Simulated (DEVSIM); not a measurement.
System: Al/SiO2/p-Si capacitor, at 300 K.

Layer 1 from the left is SiO2, thickness (nm) 6.20. Layer 2 from the left is Si, thickness (nm) 3900, Na (cm⁻³) 2.2e16.

Metal gate on the left, work function 4.1 eV. Fixed charge at the semiconductor interface 1.2e10 cm⁻² (in units of +e); no interface traps.

The device is made up for the run: typed textbook-type constants, with dimensions and the other settings drawn at random. Values at 300 K.

SiO2: gap (eV) 9, affinity (eV) 0.9, permittivity 3.9. Si: gap (eV) 1.124, affinity (eV) 4.05, permittivity 11.7, Nc (cm⁻³) 2.86e19, Nv (cm⁻³) 3.1e19.

Problem. Estimate by hand the flat-band voltage, the threshold voltage, and compare with a numerical solution.

Solution. 
- Flat-band voltage: C = 0.557 μF/cm², work-function difference -0.887 V; VFB = φms − qNf/C = -0.89 V; numerical -0.89 V.
- Threshold voltage: φF = 0.376 V, depletion charge √(4εqNφF) = 7.41e-8 C/cm²; VT = VFB + 2φF + Qd/C = -0.01 V; numerical -0.01 V.

Model (solved in DEVSIM): 1D Poisson equation in equilibrium, Boltzmann statistics, complete ionisation; no quantum confinement or tunnelling. Metal contacts follow the ideal Schottky-Mott rule: no Fermi-level pinning, no interface dipoles.
